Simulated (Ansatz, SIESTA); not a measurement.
# MnPt3 (P1, 4 atoms in the cell) computed with different codes at matched settings

Self-consistent single point, at a second geometry (atoms moved at random). First geometry:

```xyz
4
Lattice="3.9575 0.0000 0.0000 0.0000 3.9575 0.0000 0.0000 0.0000 3.9575" Properties=species:S:1:pos:R:3 pbc="T T T"
Mn     0.0000     0.0000     0.0000
Pt     0.0000     1.9788     1.9788
Pt     1.9788     0.0000     1.9788
Pt     1.9788     1.9788     0.0000
```
Moments meant for the start (each program seeds them in its own way; μB, in the order of the atoms Mn Pt Pt Pt): 4.0 0.0 0.0 0.0.

Second geometry:
```xyz
4
Lattice="3.9575 0.0000 0.0000 0.0000 3.9575 0.0000 0.0000 0.0000 3.9575" Properties=species:S:1:pos:R:3 pbc="T T T"
Mn     0.0068    -0.0044     0.0148
Pt     0.0017     1.9601     1.9930
Pt     1.9907    -0.0215     1.9569
Pt     1.9583     2.0233    -0.0072
```
Moments meant for the start (each program seeds them in its own way; μB, in the order of the atoms Mn Pt Pt Pt): 4.0 0.0 0.0 0.0.

Shared settings, as Ansatz (a first-principles code) writes them: kpoints.mp_grid.grid = 9 9 9; scf.occupations.method = fermi_dirac; scf.occupations.width = 0.1 eV. Potentials and cutoffs stand in the table.

| code | model | ΔF from the first geometry (meV/atom) | pressure (GPa) | largest force (eV/Å) | size of the net moment (μB/atom) | cutoff |
|---|---|---|---|---|---|---|
| SIESTA | LDA PW92, numerical atomic orbitals TZP, PseudoDojo LDA standard norm-conserving potentials (rewritten from UPF to PSML) | 5.4 | -21.05 | 0.567 | 1.06 | grid 350 Ry |
| Ansatz | LDA (PW92), default PAW files made with PBE | 5.0 | -18.74 | 0.484 | 1.05 | default |

Size of the force on each atom (eV/Å): Sizes of forces hide their directions.

```csv
code,Mn1,Pt2,Pt3,Pt4
SIESTA,0.150,0.142,0.479,0.567
Ansatz,0.111,0.130,0.411,0.484
```

On Ansatz's run: spin-orbit coupling is off. With one magnetic atom in the cell only a parallel order is possible.

The spread over the programs that give each value: ΔF from the first geometry within 0.4 meV/atom; pressure within 2.31 GPa; largest force within 0.083 eV/Å; size of the net moment within 0.01 μB/atom.

SIESTA uses small atom-centred bases, whose incompleteness enters pressures, forces and empty levels differently from a plane-wave cutoff. Ansatz's pressure is given at a fixed set of plane waves, as the other plane-wave codes print theirs; with its correction for the finite basis it is -18.69 GPa.

The starting cell comes from a database of computed structures (which also holds hypothetical and non-ambient phases and stackings), without a prior relaxation at this level. Its lattice was rescaled by a random factor within 2.5 % of one. For this run, on top of that: atoms moved at random.

Keys are those of Ansatz 0.2.
